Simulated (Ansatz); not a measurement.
The parent structure is Pt in the fcc (Cu type) structure (space group Fm-3m, No. 225; a = 3.940 Å). Axes: x, y, z lie along the cube axes.

Level of theory: r2SCAN (Ansatz, a first-principles code; PAW; 500 eV plane waves; without spin-orbit coupling).

Strains are applied to the cell and any free atomic positions relax.

One change was made to it. Results:

The pressure (mean of the normal stresses, compression positive) goes from zero to 1.1 GPa; the energy stays essentially unchanged.

Question: Name the change that was made.
(A) uniaxial strain ε_yy = −0.41 %
(B) isotropic strain −0.53 %
(C) isotropic strain −5.98 %

Answer: A, uniaxial strain ε_yy = −0.41 %. For comparison, the energy relative to the base in the other runs: isotropic strain −5.98 % gives +0.547 eV/atom; isotropic strain −0.53 % gives +3.4 meV/atom.

Without a gap, meshes like the base's 20×20×20 leave anisotropic stresses uncertain by several tenths of a GPa, and small strain energies with them. Whether these cells are dynamically stable was not tested. All final runs are without spin polarisation.
